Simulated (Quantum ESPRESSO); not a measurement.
Checking a run of Quantum ESPRESSO on Cs2VAgF6 (Fm-3m, 10 atoms in the cell). The aim is a self-consistent single point with DFT, PBEsol, plane waves, PseudoDojo standard norm-conserving (PBESOL) pseudopotentials.

The input file:

```fortran
&CONTROL
    calculation = 'scf'
    prefix = 'scf'
    outdir = './tmp/'
    pseudo_dir = './'
    tprnfor = .true.
    tstress = .true.
/
&SYSTEM
    ibrav = 0
    nat = 9
    ntyp = 4
    ecutwfc = 85
    occupations = 'smearing'
    smearing = 'gauss'
    degauss = 0.0073499
    nspin = 2
    starting_magnetization(2) = 0.154
/
&ELECTRONS
    conv_thr = 1.0d-10
    mixing_beta = 0.3
/
ATOMIC_SPECIES
Cs   132.9055  Cs.upf
V     50.9415  V.upf
Ag   107.8682  Ag.upf
F     18.9984  F.upf
ATOMIC_POSITIONS {crystal}
Cs    0.2500000000    0.2500000000    0.2500000000
Cs    0.7500000000    0.7500000000    0.7500000000
V     0.0000000000    0.0000000000    0.0000000000
Ag    0.5000000000    0.5000000000    0.5000000000
F     0.2202900000    0.2202900000    0.7797100000
F     0.7797100000    0.7797100000    0.2202900000
F     0.7797100000    0.2202900000    0.2202900000
F     0.2202900000    0.7797100000    0.7797100000
F     0.2202900000    0.7797100000    0.2202900000
F     0.7797100000    0.2202900000    0.7797100000
K_POINTS {automatic}
3 3 3  0 0 0
CELL_PARAMETERS {angstrom}
   0.0000000000     4.4788650000     4.4788650000
   4.4788650000     0.0000000000     4.4788650000
   4.4788650000     4.4788650000     0.0000000000
```

The program printed (abridged):

```
     Message from routine setup:
     using ibrav=0 with symmetry is DISCOURAGED, use correct ibrav instead
     G-vector sticks info
     --------------------
     sticks:   dense  smooth     PW     G-vecs:    dense   smooth      PW
   [... lines left out ...]
         5        F      tau(   5) = (   0.7071068   0.7071068   0.3115371  )
         6        F      tau(   6) = (   0.7071068   0.7071068   1.1026765  )
         7        F      tau(   7) = (   0.3115371   0.7071068   0.7071068  )
         8        F      tau(   8) = (   1.1026765   0.7071068   0.7071068  )
         9        F      tau(   9) = (   0.7071068   0.3115371   0.7071068  )

     number of k points=     6  Gaussian smearing, width (Ry)=  0.0073
                       cart. coord. in units 2pi/alat
        k(    1) = (   0.0000000   0.0000000   0.0000000), wk =   0.0370370
        k(    2) = (   0.2357023   0.2357023  -0.2357023), wk =   0.2962963
        k(    3) = (   0.4714045   0.0000000   0.0000000), wk =   0.1481481
        k(    4) = (  -0.0000000  -0.4714045   0.4714045), wk =   0.2962963
        k(    5) = (   0.0000000   0.4714045   0.0000000), wk =   0.0740741
        k(    6) = (   0.4714045  -0.0000000  -0.4714045), wk =   0.1481481

     Dense  grid:   128277 G-vectors     FFT dimensions: (  72,  72,  72)

     Initial potential from superposition of free atoms

     starting charge      84.9255, renormalised to      85.0000
     Self-consistent Calculation

     iteration #  1     ecut=    85.00 Ry     beta= 0.30

     total energy              =    -796.71498721 Ry
     estimated scf accuracy    <       1.17341212 Ry

     total magnetization       =     3.00 Bohr mag/cell
     absolute magnetization    =     3.07 Bohr mag/cell

     iteration #  2     ecut=    85.00 Ry     beta= 0.30

     total energy              =    -796.69929490 Ry
     estimated scf accuracy    <       1.08923443 Ry

     total magnetization       =     1.00 Bohr mag/cell
     absolute magnetization    =     1.38 Bohr mag/cell

   [... lines left out ...]

     Magnetic moment per site  (integrated on atomic sphere of radius R)
     atom   1 (R=0.207)  charge=  6.8524  magn=  0.0156
     atom   2 (R=0.207)  charge=  6.8524  magn=  0.0156
     atom   3 (R=0.129)  charge=  9.8022  magn=  1.7717
     atom   4 (R=0.163)  charge= 16.7946  magn=  0.0386
     atom   5 (R=0.129)  charge=  6.4288  magn=  0.0144
     atom   6 (R=0.129)  charge=  6.4288  magn=  0.0144
     atom   7 (R=0.129)  charge=  6.4288  magn=  0.0144
     atom   8 (R=0.129)  charge=  6.4288  magn=  0.0144
     atom   9 (R=0.129)  charge=  6.4290  magn=  0.0216
     End of self-consistent calculation

     the Fermi energy is     7.4010 ev

!    total energy              =    -796.91140002 Ry
     estimated scf accuracy    <          7.4E-11 Ry
     smearing contrib. (-TS)   =      -0.00272704 Ry
     internal energy E=F+TS    =    -796.90867298 Ry

     total magnetization       =     2.93 Bohr mag/cell
     absolute magnetization    =     3.02 Bohr mag/cell

     convergence has been achieved in  19 iterations

     Forces acting on atoms (cartesian axes, Ry/au):

     atom    1 type  1   force =     0.00000000   -0.00165039    0.00000000
     atom    2 type  1   force =    -0.00000000   -0.00165039    0.00000000
     atom    3 type  2   force =     0.00000000    0.01930431    0.00000000
   [... lines left out ...]

     Total force =     0.034687     Total SCF correction =     0.000018

          total   stress  (Ry/bohr**3)                   (kbar)     P=      -20.69
  -0.00013926  -0.00000000   0.00000000          -20.49       -0.00        0.00
  -0.00000000  -0.00014347   0.00000000           -0.00      -21.10        0.00
  -0.00000000   0.00000000  -0.00013926           -0.00        0.00      -20.49

   JOB DONE.
```

Problem. Can these results be used? Check the input.

Solution. The run is not sound. The fault is an atom count that does not match the list of atoms. The program trusts the stated count: too many runs off the end of the list, too few can drop atoms without a word. To fix it, make the count match the list. The run converged in 19 iterations without an error; against the sound input the pressure goes from -3.16 to -2.07 GPa, the largest force goes from 0.235 to 0.496 eV/Å and the size of the net moment goes from 0.20 to 0.33 μB/atom. The full log also holds: “Warning: card F     0.7797100000    0.2202900000    0.7797100000 ignored”.

An input that runs soundly differs in these lines (not the only fix; some lines may just follow from the change or write a value another way):
```diff
-    nat = 9
+    nat = 10
```

With that input, the run converged in 14 iterations: free energy E − TS -11513.7226 eV; Fermi level (on the code's own zero) 7.35 eV; pressure -3.16 GPa; largest force (vector length) 0.235 eV/Å; size of the cell's spin moment 2.00 μB (DFT, PBEsol, plane waves, PseudoDojo standard norm-conserving (PBESOL) pseudopotentials).

On the sound input: the starting cell comes from a database of computed structures (which also holds hypothetical and non-ambient phases and stackings), without a prior relaxation at this level. With one magnetic atom in the cell only a parallel order is possible. With a pressure of about -3 GPa the cell is away from its equilibrium volume at this level.
